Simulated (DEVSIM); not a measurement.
Device: abrupt Ge n-p junction, at 350 K.

Layer 1 from the left is Ge, thickness (μm) 1.00, Nd (cm⁻³) 1.1e16, τn (s) 0.00036, τp (s) 0.00036. Layer 2 from the left is Ge, thickness (μm) 9.30, Na (cm⁻³) 2.2e15, τn (s) 0.00036, τp (s) 0.00036.

Left contact: ohmic. Right contact: ohmic. Voltage is applied to the left contact. Recombination: SRH at mid-gap, radiative, Auger. Mobility is μmin + (μ − μmin)/(1 + (N/Nref)^α).

Constants are typed, rounded textbook-type inputs, not results; the design itself was drawn at random and stands for no fabricated device. Values at 300 K; Nc and Nv go as T^1.5, mobilities as T to minus their exponent, the gap by Varshni's rule with the affinity fixed.

Ge: gap (eV) 0.664, affinity (eV) 4, permittivity 16, Nc (cm⁻³) 1.04e19, Nv (cm⁻³) 6e18, μn (cm²/Vs) 3900, μp (cm²/Vs) 1900, μn,min 150, μp,min 100, Nref,n 2.6e17, Nref,p 4e17, αn 0.56, αp 0.6, T exponent of μn 1.66, T exponent of μp 2.33, B (cm³/s) 6.4e-14, Cn (cm⁶/s) 1e-31, Cp (cm⁶/s) 1e-31, Varshni α (eV/K) 0.000477, Varshni β (K) 235.

DEVSIM, 1D drift-diffusion, Boltzmann statistics, complete ionisation; no tunnelling, impact ionisation, image-force lowering or self-heating.

Task: What does the simulation give for the potential step across the device at zero bias, the dark forward voltage at 100 A/cm², the largest field in the device at zero bias?

Result: potential step across the device at zero bias 0.185 V; dark forward voltage at 100 A/cm² 0.205 V; largest field in the device at zero bias 8100 V/cm.
